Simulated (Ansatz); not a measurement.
Start from CdSe in the zinc blende structure (space group F-43m, No. 216; a = 6.1333 Å).

Calculations: Ansatz (a first-principles code) r2SCAN, no spin-orbit coupling, earlier PAW set.

Before the change:

| Property | Result |
|---|---|
| Band gap | 1.03 eV |
| Hole mass | 0.098, 0.70, 0.70 mₑ (at Γ) |
| Density | 5.51 g/cm³ |
| Width of the top valence band | 2.13 eV |

It is then changed as follows: a hydrostatic pressure of 3 GPa.

### Question
What does the calculation give for the band gap after the change?

### Answer
The band gap grows by 0.114 eV (1.03 eV → 1.15 eV).

### Question
What does the calculation give for the hole mass after the change?

### Answer
The hole mass (degenerate bands, along [100]) goes from 0.098, 0.70, 0.70 mₑ (at Γ) to 0.10, 0.65, 0.65 mₑ (at Γ).

### Question
How does this affect the density?

### Answer
The density grows by 0.29 g/cm³ (5.51 g/cm³ → 5.80 g/cm³).

### Question
Predict the new width of the top valence band.

### Answer
The width of the top valence band grows by 0.225 eV to 2.35 eV.

Load acts through the strain it causes; cell and atoms are relaxed under it. Effective masses come from finite differences of ±0.01 Å⁻¹. Whether these cells are dynamically stable was not tested. Tetrahedral semiconductors of this kind turn to denser phases somewhere between about 1 and 50 GPa; those were not computed, so compressed cells here can lie past the real transition.
